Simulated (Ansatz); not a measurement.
## SnCl (P6₃mc, No. 186, 4 atoms in the cell; start mp-978928): properties by level of theory

```json
[
 {"level (code)": "LDA (Ansatz)", "lattice parameter a (Å)": "3.346", "lattice parameter c (Å)": "9.805", "cohesive energy (eV/atom)": "3.57"},
 {"level (code)": "PBE (Ansatz)", "lattice parameter a (Å)": "3.503", "lattice parameter c (Å)": "10.202", "cohesive energy (eV/atom)": "2.85"},
 {"level (code)": "PBE-D3(BJ) (Ansatz)", "lattice parameter a (Å)": "3.420", "lattice parameter c (Å)": "10.008", "cohesive energy (eV/atom)": "3.13"},
 {"level (code)": "r²SCAN (Ansatz)", "lattice parameter a (Å)": "3.448", "lattice parameter c (Å)": "10.406", "cohesive energy (eV/atom)": "2.87"},
 {"level (code)": "r²SCAN+rVV10 (Ansatz)", "lattice parameter a (Å)": "3.409", "lattice parameter c (Å)": "10.227", "cohesive energy (eV/atom)": "3.06"}
]
```

Caveats: a distance lies near a switch of the dispersion term, which can move the cell (PBE-D3(BJ)); the relaxation could not lower the start's symmetry, so the cell can be a saddle point above a distorted one (LDA, PBE, PBE-D3(BJ), r²SCAN, r²SCAN+rVV10). Ansatz's density-functional and Hartree–Fock values are scalar-relativistic unless marked +SOC, with PAW data made under PBE.

Free atoms are spin-polarised, in the lowest state found; at levels without +SOC their spin–orbit coupling is left out.

A start named mp-… is a Materials Project structure, which need not be a measured phase.

Ansatz is an electronic-structure program.
